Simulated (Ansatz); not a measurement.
Band structure of KHF₂ (I4/mcm, 8 atoms in the cell).

```yaml
crystal:
  lattice:
    - [-2.79946, 2.79946, 3.35283]
    - [2.79946, -2.79946, 3.35283]
    - [2.79946, 2.79946, -3.35283]
  atoms:
    - { symbol: K, position: [0.75000, 0.75000, 0.00000] }
    - { symbol: K, position: [0.25000, 0.25000, 0.00000] }
    - { symbol: H, position: [0.50000, 0.00000, 0.50000] }
    - { symbol: H, position: [0.00000, 0.50000, 0.50000] }
    - { symbol: F, position: [0.35594, 0.85594, 0.21188] }
    - { symbol: F, position: [0.64406, 0.14406, 0.78812] }
    - { symbol: F, position: [0.85594, 0.64406, 0.50000] }
    - { symbol: F, position: [0.14406, 0.35594, 0.50000] }
```

Computed with LDA (PW92), PAW files made with PBE (plane waves; Ansatz, a first-principles code).

Settings: kpoints.mp_grid.grid = 7 7 7; hamiltonian.xc = lda; hamiltonian.pseudopotentials = {kind: paw} (the program's default PAW files); scf.occupations.method = fermi_dirac; scf.occupations.width = 0.05 eV; kpoints.band_path.npoints = 8.

The starting cell comes from a database of computed structures (which also holds hypothetical and non-ambient phases and stackings), without a prior relaxation at this level.

Q: Predict the gap along the standard path and the places of the band edges.

A: The gap along the path is 6.89 eV, from Z to Γ; the smallest direct gap on it is 6.95 eV.

Levels in eV from the top of the valence band on the path, bands 21 to 28:
| point | 21 | 22 | 23 | 24 | 25 | 26 | 27 | 28 |
|---|---|---|---|---|---|---|---|---|
| Γ | -0.28 | -0.13 | -0.13 | -0.06 | 6.89 | 9.74 | 10.64 | 10.70 |
| X | -0.24 | -0.24 | -0.21 | -0.19 | 9.62 | 9.85 | 10.19 | 10.52 |
| Y | -0.32 | -0.28 | -0.23 | -0.06 | 9.49 | 10.25 | 10.55 | 11.01 |
| S | -0.28 | -0.24 | -0.24 | -0.04 | 9.44 | 10.17 | 10.60 | 11.07 |
| Z | -0.29 | -0.20 | -0.20 | 0.00 | 9.40 | 10.09 | 10.66 | 10.97 |
| S1 | -0.28 | -0.24 | -0.24 | -0.04 | 9.44 | 10.17 | 10.60 | 11.07 |
| N | -0.37 | -0.37 | -0.26 | -0.26 | 9.41 | 9.41 | 11.39 | 11.39 |
| P | -0.35 | -0.35 | -0.21 | -0.21 | 10.11 | 10.11 | 10.31 | 10.31 |
| Y1 | -0.32 | -0.28 | -0.23 | -0.06 | 9.49 | 10.25 | 10.55 | 11.01 |

Keys are those of Ansatz 0.2.
